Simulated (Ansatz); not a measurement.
A self-consistent single point of CuAu (P4/mmm, 2 atoms in the cell) with Ansatz (a program for electronic structure).

Method: PBEsol, default PAW files made with PBE (plane waves; Ansatz).

```
CuAu
1.0
    2.80000     0.00000     0.00000
    0.00000     2.80000     0.00000
    0.00000     0.00000     3.67000
Cu Au
1 1
Direct
  0.00000   0.00000   0.00000
  0.50000   0.50000   0.50000
```

Reference input (self-consistent single point, DFT, PBE, plane waves, default PAW files): kpoints.mp_grid.grid = 12 12 10; hamiltonian.xc = pbe; hamiltonian.pseudopotentials = {kind: paw} (the program's default PAW files); scf.occupations.method = gaussian; scf.occupations.width = 0.272 eV. This run's input differs from it in these lines:

Ansatz 0.2 input:
```diff
@@ -12,3 +12,3 @@
 hamiltonian:
-  xc: pbe
+  xc: pbesol
   pseudopotentials: { kind: paw }
```

The program printed (abridged):

```
SCF iter   1: F=—  HF=-19595.999231 eV  |F-HF|=—  |Δ(HF+E_count)|=         —  Δρ=1.72e-2  dr2=5.06e-2  ethr=1.77e-3  ⟨swp⟩=4.1  Hψ=13908  notcnv=0
all-band conjugate gradients solve this SCF's bands
preconditioner: auto → Kerker (q_TF=auto, 2.858 Å⁻¹)
SCF iter   2: F=—  HF=-19595.990477 eV  |F-HF|=—  |Δ(HF+E_count)|=   8.75e-3  Δρ=3.03e-3  dr2=2.17e-3  ethr=1.33e-4  ⟨swp⟩=2.0  Hψ=6090  notcnv=0
SCF iter   3: F=—  HF=-19595.989743 eV  |F-HF|=—  |Δ(HF+E_count)|=   7.34e-4  Δρ=2.21e-3  dr2=1.17e-3  ethr=5.70e-6  ⟨swp⟩=2.8  Hψ=6924  notcnv=0
SCF iter   4: F=—  HF=-19595.989401 eV  |F-HF|=—  |Δ(HF+E_count)|=   3.42e-4  Δρ=3.16e-4  dr2=3.27e-5  ethr=3.09e-6  ⟨swp⟩=2.6  Hψ=5494  notcnv=0
SCF iter   5: F=—  HF=-19595.989434 eV  |F-HF|=—  |Δ(HF+E_count)|=   3.28e-5  Δρ=1.14e-4  dr2=2.97e-6  ethr=8.61e-8  ⟨swp⟩=2.1  Hψ=5277  notcnv=0
SCF iter   6: F=—  HF=-19595.989433 eV  |F-HF|=—  |Δ(HF+E_count)|=   6.02e-7  Δρ=2.84e-5  dr2=3.17e-7  ethr=7.80e-9  ⟨swp⟩=2.7  Hψ=6586  notcnv=0
SCF iter   7: F=-19595.989433 eV  HF=-19595.989433 eV  |F-HF|=4.36e-8  |Δ(HF+E_count)|=   4.91e-8  Δρ=1.11e-5  dr2=6.39e-8  ethr=2.63e-10  ⟨swp⟩=4.5  Hψ=13985  notcnv=0
SCF 1 converged in 7 iterations: F = -19595.989433 eV  dr2 = 6.39e-8
Free energy (F): -19595.989433 eV
Internal energy: -19595.967940 eV  (E = F + TS)
E sigma→0 (E₀):  -19595.978686 eV
Entropy (-TS):   -0.021494 eV (-10.747 meV/atom)
Fermi energy:    19.076447 eV
--- Forces (eV/Å), atoms counted from 1 ---
  atom   1  Cu    -0.00000000    -0.00000000     0.00000000
  atom   2  Au     0.00000000     0.00000000     0.00000000
--- Stress (GPa, compression-positive) ---
       -1.491030       0.000000       0.000000
        0.000000      -1.491030       0.000000
        0.000000       0.000000      -2.670231
  P = ⅓ Tr σ = -1.8841 GPa (-18.841 kbar)
  The stress holds the Pulay correction. Without it, at fixed plane waves, as pw.x and ABINIT print it: P = -1.9609 GPa
```

The run converged in 7 iterations. Against the reference run the pressure goes from 6.79 to -1.88 GPa.

The starting cell has typed, rounded lattice constants, without a prior relaxation at this level. Spin polarisation is off. Ansatz's pressure includes its estimate of the finite-basis (Pulay) stress.
